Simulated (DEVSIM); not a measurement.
Structure: Si n-i-p diode, at 300 K.

```tsv
layer (left to right)	material	thickness (μm)	Nd (cm⁻³)	Na (cm⁻³)	τn (s)	τp (s)
1	Si	0.130	1.4e17	-	0.0004	0.0004
2	Si	8.30	-	1.9e11	0.0004	0.0004
3	Si	2.30	-	4.2e16	0.0004	0.0004
```

Left contact: ohmic. Right contact: ohmic. Voltage is applied to the left contact. Recombination: SRH at mid-gap, radiative, Auger. Mobility is constant in doping.

This is a model device: material constants are rounded textbook-type values typed into the input, and sizes, dopings and lifetimes were drawn at random. Values at 300 K.

```tsv
parameter	Si
gap (eV)	1.124
affinity (eV)	4.05
permittivity	11.7
Nc (cm⁻³)	2.86e19
Nv (cm⁻³)	3.1e19
μn (cm²/Vs)	1417
μp (cm²/Vs)	470
B (cm³/s)	4.7e-15
Cn (cm⁶/s)	2.8e-31
Cp (cm⁶/s)	9.9e-32
```

Simulated with DEVSIM: 1D drift-diffusion, Boltzmann statistics, complete ionisation; no tunnelling, impact ionisation, image-force lowering or self-heating.

Task: Tabulate band edges, carrier densities and field at 20.0 V on the left contact.

Result: Energies count from the Fermi level of the right contact; mesh points crowd at the junctions.

```json
[
 {"x (μm)": "0.000", "Ec (eV)": "-19.862", "Ev (eV)": "-20.986", "n (cm⁻³)": "1.4e17", "p (cm⁻³)": "830", "field (V/cm)": "≈ 0"},
 {"x (μm)": "0.03082", "Ec (eV)": "-19.862", "Ev (eV)": "-20.986", "n (cm⁻³)": "1.4e17", "p (cm⁻³)": "610", "field (V/cm)": "≈ 0"},
 {"x (μm)": "0.08189", "Ec (eV)": "-19.862", "Ev (eV)": "-20.986", "n (cm⁻³)": "1.4e17", "p (cm⁻³)": "260", "field (V/cm)": "600"},
 {"x (μm)": "0.1203", "Ec (eV)": "-19.843", "Ev (eV)": "-20.967", "n (cm⁻³)": "6.6e16", "p (cm⁻³)": "< 1e2", "field (V/cm)": "16000"},
 {"x (μm)": "0.1625", "Ec (eV)": "-19.736", "Ev (eV)": "-20.860", "n (cm⁻³)": "1.1e15", "p (cm⁻³)": "< 1e2", "field (V/cm)": "25000"},
 {"x (μm)": "0.2498", "Ec (eV)": "-19.518", "Ev (eV)": "-20.642", "n (cm⁻³)": "2.3e11", "p (cm⁻³)": "< 1e2", "field (V/cm)": "25000"},
 {"x (μm)": "0.4720", "Ec (eV)": "-18.964", "Ev (eV)": "-20.088", "n (cm⁻³)": "420", "p (cm⁻³)": "< 1e2", "field (V/cm)": "25000"},
 {"x (μm)": "1.343", "Ec (eV)": "-16.791", "Ev (eV)": "-17.915", "n (cm⁻³)": "280", "p (cm⁻³)": "200", "field (V/cm)": "25000"},
 {"x (μm)": "3.252", "Ec (eV)": "-12.030", "Ev (eV)": "-13.154", "n (cm⁻³)": "210", "p (cm⁻³)": "420", "field (V/cm)": "25000"},
 {"x (μm)": "6.274", "Ec (eV)": "-4.495", "Ev (eV)": "-5.619", "n (cm⁻³)": "< 1e2", "p (cm⁻³)": "770", "field (V/cm)": "25000"},
 {"x (μm)": "7.597", "Ec (eV)": "-1.197", "Ev (eV)": "-2.321", "n (cm⁻³)": "< 1e2", "p (cm⁻³)": "920", "field (V/cm)": "25000"},
 {"x (μm)": "8.200", "Ec (eV)": "0.308", "Ev (eV)": "-0.816", "n (cm⁻³)": "< 1e2", "p (cm⁻³)": "610000", "field (V/cm)": "25000"},
 {"x (μm)": "8.354", "Ec (eV)": "0.692", "Ev (eV)": "-0.432", "n (cm⁻³)": "< 1e2", "p (cm⁻³)": "1.7e12", "field (V/cm)": "25000"},
 {"x (μm)": "8.415", "Ec (eV)": "0.843", "Ev (eV)": "-0.281", "n (cm⁻³)": "< 1e2", "p (cm⁻³)": "5.9e14", "field (V/cm)": "25000"},
 {"x (μm)": "8.458", "Ec (eV)": "0.929", "Ev (eV)": "-0.195", "n (cm⁻³)": "< 1e2", "p (cm⁻³)": "1.6e16", "field (V/cm)": "11000"},
 {"x (μm)": "8.537", "Ec (eV)": "0.953", "Ev (eV)": "-0.171", "n (cm⁻³)": "< 1e2", "p (cm⁻³)": "4.1e16", "field (V/cm)": "270"},
 {"x (μm)": "8.722", "Ec (eV)": "0.953", "Ev (eV)": "-0.171", "n (cm⁻³)": "310", "p (cm⁻³)": "4.2e16", "field (V/cm)": "≈ 0"},
 {"x (μm)": "9.198", "Ec (eV)": "0.953", "Ev (eV)": "-0.171", "n (cm⁻³)": "890", "p (cm⁻³)": "4.2e16", "field (V/cm)": "≈ 0"},
 {"x (μm)": "10.25", "Ec (eV)": "0.953", "Ev (eV)": "-0.171", "n (cm⁻³)": "2200", "p (cm⁻³)": "4.2e16", "field (V/cm)": "≈ 0"},
 {"x (μm)": "10.55", "Ec (eV)": "0.953", "Ev (eV)": "-0.171", "n (cm⁻³)": "2500", "p (cm⁻³)": "4.2e16", "field (V/cm)": "≈ 0"},
 {"x (μm)": "10.67", "Ec (eV)": "0.953", "Ev (eV)": "-0.171", "n (cm⁻³)": "2700", "p (cm⁻³)": "4.2e16", "field (V/cm)": "≈ 0"},
 {"x (μm)": "10.73", "Ec (eV)": "0.953", "Ev (eV)": "-0.171", "n (cm⁻³)": "2800", "p (cm⁻³)": "4.2e16", "field (V/cm)": "≈ 0"}
]
```
